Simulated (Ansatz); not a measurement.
End structure of the (10-11) surface of alpha quartz in its 1x1 cell (cut with top plane 2 O + Si, bottom plane 2 O + Si), relaxed from an ideal cut (the real face may reconstruct), outermost plane spacing 0.21 Å in the ideal cut (one of several cuts of this face), with 1 Si a cell over the bulk's ratio, from a spin-polarised start:

```yaml
crystal:
  lattice:
    - [5.02113, 0.00000, 0.00000]
    - [-2.51056, 7.01880, 0.00000]
    - [0.00000, 0.00000, 28.00000]
  atoms:
    - { symbol: Si, position: [0.57172, 0.61332, 0.29259] }
    - { symbol: O, position: [0.46731, 0.38212, 0.30153] }
    - { symbol: O, position: [0.91463, 0.70594, 0.30086] }
    - { symbol: Si, position: [0.57714, 0.20584, 0.31691] }
    - { symbol: O, position: [0.41387, 0.70679, 0.33214] }
    - { symbol: O, position: [0.29040, 0.02911, 0.33191] }
    - { symbol: Si, position: [0.16503, 0.79892, 0.33978] }
    - { symbol: O, position: [0.79232, 0.27399, 0.36278] }
    - { symbol: O, position: [0.04492, 0.75445, 0.39400] }
    - { symbol: Si, position: [0.87204, 0.22522, 0.41652] }
    - { symbol: O, position: [0.78399, 0.99532, 0.42273] }
    - { symbol: O, position: [0.21024, 0.32716, 0.42471] }
    - { symbol: Si, position: [0.88707, 0.81896, 0.43832] }
    - { symbol: O, position: [0.70066, 0.30693, 0.45550] }
    - { symbol: O, position: [0.61007, 0.64096, 0.45382] }
    - { symbol: Si, position: [0.46787, 0.41258, 0.46265] }
    - { symbol: O, position: [0.10714, 0.88514, 0.48282] }
    - { symbol: O, position: [0.35165, 0.37415, 0.51718] }
    - { symbol: Si, position: [0.18493, 0.84671, 0.53735] }
    - { symbol: O, position: [0.09876, 0.61833, 0.54618] }
    - { symbol: O, position: [0.52337, 0.95236, 0.54450] }
    - { symbol: Si, position: [0.19776, 0.44033, 0.56168] }
    - { symbol: O, position: [0.01272, 0.93213, 0.57529] }
    - { symbol: O, position: [0.91832, 0.26397, 0.57727] }
    - { symbol: Si, position: [0.77646, 0.03407, 0.58348] }
    - { symbol: O, position: [0.42012, 0.50484, 0.60600] }
    - { symbol: O, position: [0.64798, 0.98531, 0.63722] }
    - { symbol: Si, position: [0.49576, 0.46037, 0.66022] }
    - { symbol: O, position: [0.39094, 0.23018, 0.66809] }
    - { symbol: O, position: [0.83672, 0.55250, 0.66786] }
    - { symbol: Si, position: [0.50095, 0.05345, 0.68309] }
    - { symbol: O, position: [0.33834, 0.55335, 0.69914] }
    - { symbol: O, position: [0.21484, 0.87717, 0.69847] }
    - { symbol: Si, position: [0.08804, 0.64597, 0.70741] }
```

Set-up: 34 atoms, O22Si12, 11.5 Å thick at the start; mesh 6x4x1; 0.025 eV smearing; dipole correction on; all atoms relaxed; symmetry of the start imposed; spin-polarised from one start with parallel moments (other orders not tried), ending with about 4.0 μB a cell; orders that need a larger cell were not tried, no spin-orbit, no U.

### Question
Estimate the highest filled level below the top vacuum level that PBE run with Ansatz (a program for electronic structure) returns for this input.

### Answer
5.25 eV

### Question
Give the electron affinity (the ionisation potential less the bulk band gap) at the level PBE.

### Answer
2.09 eV

### Question
Give the gap of the slab on its k-mesh at the level PBE.

### Answer
1.12 eV

### Question
Estimate the ionisation potential (bulk valence edge below the top vacuum level) that PBE returns for this input.

### Answer
7.77 eV
